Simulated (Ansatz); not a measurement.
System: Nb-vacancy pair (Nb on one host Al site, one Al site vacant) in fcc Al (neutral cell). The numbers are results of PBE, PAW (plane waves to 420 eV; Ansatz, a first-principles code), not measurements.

Settings: 32 host sites, the relaxed PBE lattice, a 3×3×3 k-point mesh shifted by half a step, smearing 0.10 eV, spin-restricted, no image-charge correction. Static, classical nuclei. Forms of the defect that were not tried may lie lower.

Barriers: single points on a 5×5×5 k-point mesh shifted by half a step at the bands' geometries (they differ from the bands' own by up to 0.10 eV, and are uncertain by about as much).

The step: Nb and the vacancy change places (Nb-vacancy distance between ideal sites 2.86 Å throughout). Atoms about the jump, Cartesian Å from the middle of the jump, before and after:

```tsv
atom	x0	y0	z0	x1	y1	z1
Nb1	0.00	-1.06	-1.06	0.00	1.06	1.06
Al2	1.97	0.98	-0.97	1.97	0.97	-0.98
Al3	-1.97	0.98	-0.97	-1.97	0.97	-0.98
Al4	1.97	-0.97	0.98	1.97	-0.98	0.97
Al5	-1.97	-0.97	0.98	-1.97	-0.98	0.97
Al6	0.00	2.96	-0.96	0.00	3.02	-0.98
Al7	0.00	0.98	-3.02	0.00	0.96	-2.96
Al8	0.00	-0.96	2.96	0.00	-0.98	3.02
Al9	0.00	-3.02	0.98	0.00	-2.96	0.96
```

Task: Predict the transition state.

Result: 
```tsv
atom	x	y	z
Nb1	0.00	0.01	-0.02
Al2	2.22	1.05	-1.07
Al3	-2.22	1.05	-1.07
Al4	2.21	-1.06	1.05
Al5	-2.21	-1.06	1.04
Al6	0.00	2.89	-0.96
Al7	0.00	0.95	-2.91
Al8	0.00	-0.95	2.88
Al9	0.00	-2.90	0.94
```
It lies 1.53 eV above the start and 1.53 eV above the end. The saddle point's order was not checked, and it lies on a symmetry element of the cell, where a band can be held.
